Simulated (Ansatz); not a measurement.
System: ZnWO₄ (P2/c, No. 13). Method: LDA (PAW; Ansatz, a first-principles code).

Run with plane-wave cutoff 500 eV, 8×8×8 k mesh, gaussian smearing 0.02 eV, no spin polarisation, scalar-relativistic PAW data made under PBE.

Cell (relaxed at this level):

```yaml
crystal:
  lattice:
    - [4.60630, 0.00000, 0.00876]
    - [0.00000, 5.64183, 0.00000]
    - [-0.04057, 0.00000, 4.86727]
  atoms:
    - { symbol: Zn, position: [0.50000, 0.67551, 0.75000] }
    - { symbol: Zn, position: [0.50000, 0.32449, 0.25000] }
    - { symbol: W, position: [0.00000, 0.18175, 0.75000] }
    - { symbol: W, position: [0.00000, 0.81825, 0.25000] }
    - { symbol: O, position: [0.78140, 0.10604, 0.06718] }
    - { symbol: O, position: [0.21860, 0.89396, 0.93282] }
    - { symbol: O, position: [0.21860, 0.10604, 0.43282] }
    - { symbol: O, position: [0.78140, 0.89396, 0.56718] }
    - { symbol: O, position: [0.74094, 0.37807, 0.59622] }
    - { symbol: O, position: [0.25906, 0.62193, 0.40378] }
    - { symbol: O, position: [0.25906, 0.37807, 0.90378] }
    - { symbol: O, position: [0.74094, 0.62193, 0.09622] }
```

**Question.** Give the computed band gap.

**Answer.** 
- band gap: 2.81 eV (on the SCF k mesh)

Measured, for comparison: band gap 4.9 ± 0.2 eV (8 K, zero-point motion not removed, excitation threshold of photo-stimulated luminescence; as tabulated in Itoh, Katagiri, Aoki, Fujita, Photo-stimulated luminescence and photo-induced …).

Spin–orbit coupling is not included.

Static lattice: no zero-point or thermal effects.
